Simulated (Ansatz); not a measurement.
The reference is Os in the hcp (Mg type) structure (space group P6_3/mmc, No. 194; relaxed with 0.1 eV smearing).

```xyz
2
Lattice="2.7290 0.0000 0.0000 -1.3645 2.3634 0.0000 0.0000 0.0000 4.3091" Properties=species:S:1:pos:R:3 pbc="T T T"
Os     1.3645     0.7878     3.2318
Os     0.0000     1.5756     1.0773
```

Cartesian axes are those of the cell as printed.

Level of theory: DFT with PBEsol, PAW potentials and a 420 eV plane-wave cutoff in Ansatz (a program for electronic structure), scalar-relativistic without spin-orbit coupling.

Before the change:

* **Shortest interatomic distance**: 2.669 Å
* **Band gap**: zero

Perturbation: tensor shear ε_xz = +0.29 % (engineering shear γ = 0.0058), atoms relaxed at fixed cell.

**Question.** What does the calculation give for the shortest interatomic distance after the change?

**Answer.** The shortest interatomic distance drops by 0.006 Å to 2.663 Å.

**Question.** Estimate the effect on the stress.

**Answer.** The stress (xx, yy, zz, yz, xz, xy; compression positive) comes out as (0.0, 0.0, 0.0, 0.0, -1.6, 0.0) GPa.

**Question.** What does the calculation give for the energy relative to the base after the change?

**Answer.** The energy increases by 0.4 meV/atom.

**Question.** What happens to the band gap?

**Answer.** The band gap stays zero.

The cells carry an imposed strain or load. Whether these cells are dynamically stable was not tested. The final runs are not spin-polarised.
